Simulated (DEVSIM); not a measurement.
# Schottky contact on n-type GaP

Structure: Schottky contact on n-type GaP, at 300 K.

```
layer (left to right)  material  thickness (μm)  Nd (cm⁻³)  τn (s)  τp (s)
---------------------  --------  --------------  ---------  ------  ------
1                           GaP            7.20     3.1e16    5e-7    5e-7
2                           GaP           0.930     1.8e17    5e-7    5e-7
```

Left contact: Schottky, work function 5.43 eV, emission velocity 9.5e6 cm/s. Right contact: ohmic. Voltage is applied to the left contact. Recombination: SRH at mid-gap, radiative, Auger. Mobility is μmin + (μ − μmin)/(1 + (N/Nref)^α).

Constants are typed, rounded textbook-type inputs, not results; the design itself was drawn at random and stands for no fabricated device. Values at 300 K.

| parameter | GaP |
|---|---|
| gap (eV) | 2.26 |
| affinity (eV) | 3.8 |
| permittivity | 11.1 |
| Nc (cm⁻³) | 1.8e19 |
| Nv (cm⁻³) | 1.9e19 |
| μn (cm²/Vs) | 250 |
| μp (cm²/Vs) | 150 |
| μn,min | 10 |
| μp,min | 10 |
| Nref,n | 4.4e18 |
| Nref,p | 1e18 |
| αn | 0.8 |
| αp | 0.85 |
| B (cm³/s) | 1e-13 |
| Cn (cm⁶/s) | 1e-30 |
| Cp (cm⁶/s) | 1e-30 |

Simulated with DEVSIM: 1D drift-diffusion, Boltzmann statistics, complete ionisation; no tunnelling, impact ionisation, image-force lowering or self-heating. Metal contacts follow the ideal Schottky-Mott rule: no Fermi-level pinning, no interface dipoles.

```yaml
potential_step_across_the_device_at_zero_bias: 1.511 V
Dark forward voltage at 1 A/cm²: 1.204 V
Dark forward voltage at 100 A/cm²: 1.390 V
```

Dark forward current:

(V (V), J (A/cm²)): (0.40, 4.4e-14); (0.50, 2.0e-12); (0.55, 1.4e-11); (0.65, 6.5e-10); (0.75, 3.1e-8); (0.80, 2.1e-7); (0.90, 9.7e-6); (1.00, 0.00045); (1.05, 0.0030); (1.15, 0.13); (1.25, 5.1); (1.35, 60); (1.40, 110); (1.50, 240); (1.60, 390); (1.65, 460); (1.75, 610); (1.85, 770); (1.90, 850); (2.00, 1000)

Small-signal capacitance in reverse bias (quasi-static):

```json
[
 {"V (V)": "-0.4", "C (nF/cm²)": "36.4"},
 {"V (V)": "-1", "C (nF/cm²)": "31.6"},
 {"V (V)": "-2", "C (nF/cm²)": "26.6"},
 {"V (V)": "-3", "C (nF/cm²)": "23.4"},
 {"V (V)": "-4", "C (nF/cm²)": "21.2"},
 {"V (V)": "-6", "C (nF/cm²)": "18.1"},
 {"V (V)": "-8", "C (nF/cm²)": "16.1"},
 {"V (V)": "-10", "C (nF/cm²)": "14.6"},
 {"V (V)": "-13", "C (nF/cm²)": "13.0"},
 {"V (V)": "-16", "C (nF/cm²)": "11.8"},
 {"V (V)": "-20", "C (nF/cm²)": "10.7"}
]
```
